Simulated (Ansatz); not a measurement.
The parent structure is LiCl in the rock salt structure (space group Fm-3m, No. 225; a = 5.064 Å). Axes: x, y, z lie along the cube axes.

Method: DFT with PBEsol, PAW potentials and a 420 eV plane-wave cutoff in Ansatz (an electronic-structure program), no SOC.

Before the change:

| Quantity | Result |
|---|---|
| Volume per atom | 16.23 Å³ |
| Band gap | 6.35 eV |

Modification: biaxial strain +0.42 %, plane normal [111], relaxed out of plane (Cartesian); in-plane vectors clamped, the third vector and the atoms free.

Question: Predict the new volume per atom, band gap, energy relative to the base, valence-band top at Γ and in-plane stress.

Answer: The volume per atom goes up by 0.102 Å³ (16.23 Å³ → 16.34 Å³); the band gap shrinks by 0.06 eV (6.35 eV → 6.29 eV); the energy stays essentially unchanged; the valence-band top at Γ (three highest levels, from the VBM) comes out as 0.00, -0.04, -0.04 eV; the mean in-plane stress (compression positive) is -0.3 GPa.

Stability against distortions was not tested.
